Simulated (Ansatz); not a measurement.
The structure below was relaxed with r2SCAN+rVV10 (Ansatz, a program for electronic structure; PAW; 500 eV plane waves; scalar-relativistic without spin-orbit coupling).

Space group P-3m1 (No. 164); a = b = 2.968 Å, c = 4.524 Å, α = β = 90.00°, γ = 120.00°

```
atom  site  symmetry       x       y       z
----  ----  --------  ------  ------  ------
Ti      1a      -3m.  0.0000  0.0000  0.0000
O       2d       3m.  0.3333  0.6667  0.2114
```

Write out a cell with all atoms.


```
TiO2
1.0
    2.96824     0.00000     0.00000
   -1.48412     2.57057     0.00000
    0.00000     0.00000     4.52358
Ti O
1 2
Direct
  0.00000   0.00000   0.00000
  0.33333   0.66667   0.21139
  0.66667   0.33333   0.78861
```
This is the conventional cell.

No phonon test of stability was made. All final runs are without spin polarisation. The cell was made from HfO2 by this change: Hf → Ti; the result is a hypothetical phase, not in the database extracts checked.
